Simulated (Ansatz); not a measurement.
Consider the following.

```xyz
2
Lattice="0.0000 2.8456 2.8456 2.8456 0.0000 2.8456 2.8456 2.8456 0.0000" Properties=species:S:1:pos:R:3 pbc="T T T"
Cd     0.0000     0.0000     0.0000
S      1.4228     1.4228     1.4228
```

All values below come from PBEsol with spin-orbit coupling, rigid bands (plane waves, PAW; Ansatz, a program for electronic structure). Condition of this run: hydrostatic pressure 5 GPa (the target of the relaxation). How the cell was made: cell and atoms relaxed with PBEsol, then loaded as said.

Question: What conductivity effective mass do dilute electrons have at 300 K?

Answer: 0.137 mₑ.

Question: Predict the hole conductivity mass (n e² τ/σ) at 300 K, by direction if it differs.

Answer: 0.84 mₑ.

Question: And the band gap?

Answer: 1.14 eV at this level; semilocal functionals usually fall short of the measured gap.

Rigid bands, one relaxation time for all states, no polarons.
